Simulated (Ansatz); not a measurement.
Base system: BAs in the zinc blende structure (space group F-43m, No. 216; a = 4.8093 Å).

All numbers come from Ansatz (a quantum-chemistry and plane-wave program) PBE, no spin-orbit coupling.

Base values:

| Property | Result |
|---|---|
| Smallest direct gap | 3.26 eV |
| Volume per atom | 13.90 Å³ |
| Band gap | 1.21 eV |

Modification: P takes the place of As on all its sites, then cell and atoms are relaxed.

Tabulated Pauling electronegativity and covalent radius: As 2.18, 1.19 Å; P 2.19, 1.07 Å.

Task: What happens to the smallest direct gap?

Result: The smallest direct gap rises by 0.138 eV to 3.39 eV.

Task: What does the calculation give for the volume per atom after the change?

Result: The volume per atom shrinks by 2.14 Å³ to 11.76 Å³.

Task: Estimate the effect on the band gap.

Result: The band gap goes up by 0.04 eV (1.21 eV → 1.25 eV).

Stability against distortions was not tested.
